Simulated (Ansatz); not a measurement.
Worked example: self-consistent single point of MoS2 (P-6m2, 3 atoms in the cell) in Ansatz (a program for electronic structure).

Method: PBEsol, PAW files made with PBE (plane waves; Ansatz).

```
MoS2
1.0
    3.14497     0.00000     0.00000
   -1.57248     2.72362     0.00000
    0.00000     0.00000    17.12138
Mo S
1 2
Direct
  0.00000   0.00000   0.00000
  0.33333   0.66667   0.08949
  0.33333   0.66667   0.91051
```

Reference input (self-consistent single point, DFT, LDA (PW92), plane waves, PAW files made with PBE): basis.ecutwfc = 30.9 Ry; kpoints.mp_grid.grid = 6 6 1; hamiltonian.xc = lda; hamiltonian.pseudopotentials = {kind: paw} (an earlier, softer set of the program's PAW files); scf.occupations.method = fixed. This run's input differs from it in these lines:

Ansatz 0.2 input:
```diff
@@ -15,3 +15,3 @@
 hamiltonian:
-  xc: lda
+  xc: pbesol
   pseudopotentials:
```

Log, with long lists cut:

```
SCF iter   1: F=—  HF=-6671.569516 eV  |F-HF|=—  |Δ(HF+E_count)|=         —  Δρ=5.19e-2  dr2=5.67e0  ethr=3.10e-3  ⟨swp⟩=5.6  Hψ=701  notcnv=0  defer=10
all-band conjugate gradients solve this SCF's bands
preconditioner: auto → none
SCF iter   2: F=—  HF=-6672.381330 eV  |F-HF|=—  |Δ(HF+E_count)|=   8.12e-1  Δρ=6.42e-2  dr2=1.66e1  ethr=3.10e-3  ⟨swp⟩=4.0  Hψ=400  notcnv=0  defer=12  recentre
SCF iter   3: F=—  HF=-6670.449850 eV  |F-HF|=—  |Δ(HF+E_count)|=    1.93e0  Δρ=2.57e-2  dr2=1.46e0  ethr=3.10e-3  ⟨swp⟩=4.1  Hψ=352  notcnv=0  defer=9
   [... lines left out ...]
SCF iter   5: F=—  HF=-6670.161414 eV  |F-HF|=—  |Δ(HF+E_count)|=   6.77e-3  Δρ=1.49e-3  dr2=5.98e-3  ethr=1.24e-4  ⟨swp⟩=2.3  Hψ=198  notcnv=0  defer=14
SCF iter   6: F=—  HF=-6670.160396 eV  |F-HF|=—  |Δ(HF+E_count)|=   1.02e-3  Δρ=1.52e-4  dr2=1.50e-5  ethr=2.30e-5  ⟨swp⟩=2.6  Hψ=191  notcnv=0  defer=14
SCF iter   7: F=—  HF=-6670.160346 eV  |F-HF|=—  |Δ(HF+E_count)|=   5.04e-5  Δρ=3.08e-5  dr2=8.18e-7  ethr=5.77e-8  ⟨swp⟩=3.3  Hψ=269  notcnv=0  defer=14
SCF iter   8: F=-6670.160346 eV  HF=-6670.160346 eV  |F-HF|=4.59e-8  |Δ(HF+E_count)|=   8.59e-8  Δρ=8.22e-6  dr2=8.14e-8  ethr=3.85e-10  ⟨swp⟩=11.9  Hψ=918  notcnv=0
SCF 1 converged in 8 iterations: F = -6670.160346 eV  dr2 = 8.14e-8
Free energy (F): -6670.160346 eV
Internal energy: -6670.160346 eV  (E = F + TS)
E sigma→0 (E₀):  -6670.160346 eV
Fermi energy:    -0.072562 eV
--- Forces (eV/Å), atoms counted from 1 ---
  atom   1  Mo    -0.00000000     0.00000000    -0.00000000
  atom   2  S      0.00000000     0.00000000     0.50302555
  atom   3  S      0.00000000     0.00000000    -0.50302555
--- Stress (GPa, compression-positive) ---
        0.453046       0.000000      -0.000000
        0.000000       0.453046       0.000000
       -0.000000       0.000000       1.684146
  P = ⅓ Tr σ = 0.8634 GPa (8.634 kbar)
  The stress holds the Pulay correction. Without it, at fixed plane waves, as pw.x and ABINIT print it: P = 0.8523 GPa
```

The run converged in 8 iterations. Against the reference run the pressure goes from -0.08 to 0.86 GPa, the largest force goes from 0.246 to 0.503 eV/Å and the gap on the mesh stays at 1.673 eV.

The starting cell comes from a database of computed structures (which also holds hypothetical and non-ambient phases and stackings), without a prior relaxation at this level. Its lattice was rescaled by a random factor within 2.5 % of one. Ansatz's pressure includes its estimate of the finite-basis (Pulay) stress.
